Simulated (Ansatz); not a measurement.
**Ti2SnC (P6₃/mmc, No. 194; cell taken from a computed entry)**

The numbers are results of PBEsol (plane waves, PAW; Ansatz, a quantum-chemistry and plane-wave program), not measurements.

Run with plane-wave cutoff 520 eV, 24×24×4 k mesh (along the axes of the cell as run), Fermi–Dirac smearing 0.047 eV (set by the program), no spin polarisation, scalar-relativistic PAW data made under PBE.

Cell (relaxed at this level):

```
SnTi2C
1.0
    3.13816     0.00000     0.00000
   -1.56908     2.71773     0.00000
    0.00000     0.00000    13.63407
Ti Sn C
4 2 2
Direct
  0.33333   0.66667   0.08116
  0.66667   0.33333   0.91884
  0.66667   0.33333   0.58116
  0.33333   0.66667   0.41884
  0.33333   0.66667   0.75000
  0.66667   0.33333   0.25000
  0.00000   0.00000   0.00000
  0.00000   0.00000   0.50000
```

For Ti2SnC (P6₃/mmc, No. 194; cell taken from a computed entry), the voigt–Reuss–Hill bulk modulus comes out as 149 GPa and the polycrystal shear modulus (Hill average) is 104 GPa. The Young modulus is 252 GPa and the Poisson ratio is 0.217.

Note: the relaxation could not lower the start's symmetry, so the cell can be a saddle point above a distorted one.

Elastic constants are with the ions relaxed.

Spin–orbit coupling is not included.

Computed values are for the static lattice.
